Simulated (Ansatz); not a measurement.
The starting structures come from a database of crystals and need not be the phases stable at ambient conditions.

 Where the default PAW files enter, the runs use the earlier of Ansatz's two default sets.

Consider the following.

```
CELL_PARAMETERS angstrom
      7.37625     0.00000     0.00000
      0.00000     7.37625     0.00000
      3.68812    -3.68812     5.21579
ATOMIC_POSITIONS crystal
  Sn 0.37500 0.87500 0.75000
  Sn 0.87500 0.87500 0.25000
  Sn 0.87500 0.87500 0.75000
  Sn 0.87500 0.37500 0.25000
  S  0.63397 0.12201 0.24402
  S  0.62799 0.62799 0.74402
  S  0.12201 0.12201 0.24402
  S  0.62799 0.11603 0.74402
  S  0.12201 0.63397 0.75598
  S  0.62799 0.62799 0.25598
  S  0.12201 0.12201 0.75598
  S  0.11603 0.62799 0.25598
```

Space group of this cell: Fd-3m. The cell is taken as given; by PBEsol its mean pressure is -0.6 GPa.

Transport runs along the normal of the first two printed cell vectors, the (001) plane of the conventional cell.

The gap is the functional's own. No spin-orbit coupling. Mid-gap values are interpolated on the energy grid.

### Question
Predict the band gap and the smallest decay constant κ at mid-gap from PBEsol (Ansatz, an electronic-structure program).

### Answer
Gap 1.13 eV on a 6×6×6 mesh; κ = 0.162 1/Å, at the zone centre.
